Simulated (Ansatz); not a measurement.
LaBi₃ (Pm-3m), PBEsol, DFPT electron-phonon coupling, linearised Boltzmann equation (Ansatz, an electronic-structure program): phonon-limited resistivity 22.6 μΩ·cm at 300 K, 30.3 μΩ·cm at 400 K.

### Question
Estimate the electronic thermal conductivity at 300 K by the Wiedemann-Franz law (L₀ = 2.44×10⁻⁸ W·Ω/K²).

### Answer
L₀T/ρ = 2.44×10⁻⁸ × 300/(22.6×10⁻⁸) = 32.4 W/(m·K). Inelastic scattering puts the true Lorenz number somewhat under L₀ near and below the Debye temperature.

### Question
What is the classical skin depth at 10 GHz (nonmagnetic, μ₀ = 1.257×10⁻⁶ H/m)?

### Answer
δ = √(ρ/(π f μ₀)) = 2390 nm.

### Question
What temperature coefficient of resistance follows, and how does it compare with 1/T?

### Answer
(ρ₄₀₀ − ρ₃₀₀)/(100 K × ρ₃₀₀) = 3.41×10⁻³ K⁻¹, against 1/T = 3.33×10⁻³ K⁻¹ for a resistivity proportional to T. Impurities would add a constant and lower it.

A metal at this level (no band gap). Only scattering by harmonic phonons is included (no impurities, grain boundaries, electron-electron scattering or thermal expansion). Spin-orbit coupling is left out, which matters with elements this heavy. The squared frequency of the phonon mode least converged on the k mesh is uncertain by about 13 %. The run warned that the eigensolver left some states short of its tolerance. Halving the electron mesh (16x16x16) moves the resistivity by up to 1 % at 300 K. Smearing 0.20 eV; phonons on a 3x3x3 q mesh, which this run doesn't test.

Computed structure with no diffraction record at hand here (it may be known, metastable or hypothetical): LaBi3 (Pm-3m).
